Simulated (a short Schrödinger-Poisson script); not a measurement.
**Symmetric double-gate stack, SiO2 on p-type GaAs**

Stack: symmetric double-gate stack, SiO2 on p-type GaAs, at 77 K.

```csv
layer,material,thickness (nm),Na (cm⁻³)
1,SiO2,0.8,-
2,GaAs,3,6e16
3,SiO2,0.8,-
```

The device is made up for the run: typed textbook-type constants, with dimensions and the other settings drawn at random. SiO2: permittivity 3.9, conduction-band edge (eV) 3.17, gap (eV) 9, electron mass (mₑ) 0.5. GaAs: permittivity 12.9, conduction-band edge (eV) 0, gap (eV) 1.424, Nv at 300 K (cm⁻³) 9e18.

Channel valleys (confinement mass, in-plane density-of-states mass, number): Γ 0.067, 0.067, 1. At the gates, both at one voltage, the conduction-band edge of layer 1 lies 3.37 eV − eVg above the Fermi level of the channel. Gaps are held at their typed values at every temperature. Mesh 0.03 nm at interfaces.

From a short Schrödinger-Poisson script (our own, NumPy): 1D Poisson equation in equilibrium, electrons quantum, Hartree (BenDaniel-Duke, 12 states a valley, the channel's in-plane mass for all, wave functions ending at the dielectric), parabolic valleys, classical holes, full ionisation, no traps, pinning or gate leakage.

```tsv
Vg (V)	electrons (cm⁻²)	C (μF/cm²)	Γ E0 (meV)	Γ E1 (meV)
0.8	4.86e9	0.122	24.1	1893.9
0.9	1.26e12	2.65	-44.9	1823.2
```

Gate voltages with under 1e6 electrons/cm² are left out.

Subbands count from the Fermi level. The capacitance is that of both gates.
